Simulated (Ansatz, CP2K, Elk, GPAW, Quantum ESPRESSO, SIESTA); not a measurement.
**Code comparison for YAl₃Ag (Imm2, 5 atoms in the cell)**

Self-consistent single point, at a second geometry (lattice scaled by 0.98). First geometry:

```yaml
crystal:
  lattice:
    - [-2.10990, 2.11889, 5.70845]
    - [2.10990, -2.11889, 5.70845]
    - [2.10990, 2.11889, -5.70845]
  atoms:
    - { symbol: Y, position: [0.00014, 0.00014, 0.00000] }
    - { symbol: Al, position: [0.24985, 0.74985, 0.50000] }
    - { symbol: Al, position: [0.60966, 0.60966, 0.00000] }
    - { symbol: Al, position: [0.39014, 0.39014, 0.00000] }
    - { symbol: Ag, position: [0.75020, 0.25020, 0.50000] }
```

Shared settings, as Ansatz (a quantum-chemistry and plane-wave program) writes them: kpoints.mp_grid.grid = 7 7 7; scf.occupations.method = fermi_dirac; scf.occupations.width = 0.05 eV. Potentials and cutoffs stand in the table.

```
code                                                                                                                                 model  ΔF from the first geometry (meV/atom)  pressure (GPa)  largest force (eV/Å)       cutoff
----------------  ------------------------------------------------------------------------------------------------------------------------  -------------------------------------  --------------  --------------------  -----------
SIESTA            LDA PW92, numerical atomic orbitals DZP, PseudoDojo LDA standard norm-conserving potentials (rewritten from UPF to PSML)                                  -39.9           -3.10                 0.129  grid 350 Ry
Ansatz                                                                                                 LDA (PW92), PAW files made with PBE                                  -37.5           -2.78                 0.116       420 eV
GPAW                                                                         LDA (Perdew-Wang 92), GPAW PAW datasets LDA (gpaw-data 1.0.1)                                  -37.1           -2.70                 0.113       600 eV
Elk                                                    LDA (PW92), all-electron FP-LAPW, Elk's shipped species files, default APW+lo basis                                  -34.9               –                     –      default
CP2K                                                  LDA (Pade form), GPW, DZVP-MOLOPT-SR-GTH basis, GTH-PADE potentials (GTH_POTENTIALS)                                  -40.2           -3.17                 0.031  grid 500 Ry
Quantum ESPRESSO                                                                      LDA (PZ), PSlibrary ultrasoft (LDA) pseudopotentials                                  -37.7           -3.18                 0.107        50 Ry
```

Size of the force on each atom (eV/Å): Sizes of forces hide their directions.

| code | Y1 | Al2 | Al3 | Al4 | Ag5 |
|---|---|---|---|---|---|
| SIESTA | 0.004 | 0.022 | 0.129 | 0.110 | 0.005 |
| Ansatz | 0.004 | 0.021 | 0.116 | 0.098 | 0.006 |
| GPAW | 0.004 | 0.021 | 0.113 | 0.094 | 0.006 |
| CP2K | 0.004 | 0.020 | 0.031 | 0.013 | 0.007 |
| Quantum ESPRESSO | 0.004 | 0.021 | 0.107 | 0.089 | 0.007 |

A dash marks a value that a program does not give, or that is left out as unsure.

The spread over the programs that give each value: ΔF from the first geometry within 5.3 meV/atom; pressure within 0.48 GPa; largest force within 0.098 eV/Å.

SIESTA and CP2K use small atom-centred bases, whose incompleteness enters pressures, forces and empty levels differently from a plane-wave cutoff. Elk treats all electrons, but the usual bases taken here (sphere radii, linearisation, local orbitals, empty states) were not tested for convergence, so the values are no reference for the others. Ansatz's pressure is given at a fixed set of plane waves, as the other plane-wave codes print theirs. The same LDA comes in different parametrisations, which differ slightly. In the force vectors, CP2K (by 0.082) lies more than 0.08 eV/Å from the median of the plane-wave programs.

The starting cell comes from a database of computed structures (which also holds hypothetical and non-ambient phases and stackings), without a prior relaxation at this level. Its lattice was rescaled by a random factor within 2.5 % of one. For this run, on top of that: lattice scaled by 0.98.

Keys are those of Ansatz 0.2.
